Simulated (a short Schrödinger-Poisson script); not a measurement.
Structure: single In0.53Ga0.47As/InP quantum well.

```csv
layer,material,thickness (nm)
1,InP,20
2,In0.53Ga0.47As,2.5
3,InP,20
```

Constants are typed, rounded textbook-type inputs, not results; the design itself was drawn at random and stands for no fabricated device. In0.53Ga0.47As: direct gap (eV) 0.74, conduction-band edge (eV) 0, electron mass (mₑ) 0.041, heavy-hole mass 0.38, light-hole mass 0.052. InP: direct gap (eV) 1.344, conduction-band edge (eV) 0.25, electron mass (mₑ) 0.08, heavy-hole mass 0.53, light-hole mass 0.12.

The valence-band edge of each layer lies one gap below its conduction-band edge. The electron's potential energy rises along the stack by the applied field. Mesh 0.03 nm at interfaces.

**Question.** Estimate e1 and hh1 for infinitely high walls at zero field, and compare with the finite well.

**Answer.** ħ²π²/(2mL²) gives 1467.4 meV for the electron and 158.3 meV for the heavy hole. The finite well gives 155.1 and 69.7 meV, 0.11 and 0.44 of the estimates, as the states reach into the barriers (43 % of e1 lies outside the well).

From a short Schrödinger-Poisson script (our own, NumPy): one-band effective-mass equation with BenDaniel-Duke matching, electrons, heavy and light holes apart, hard walls at the outer ends, one valence edge for both holes (no strain splitting), no charge, excitons, band mixing or non-parabolicity; under a field the levels are quasi-bound states of a box, listed while three quarters of their weight lies within 4 nm of the wells.
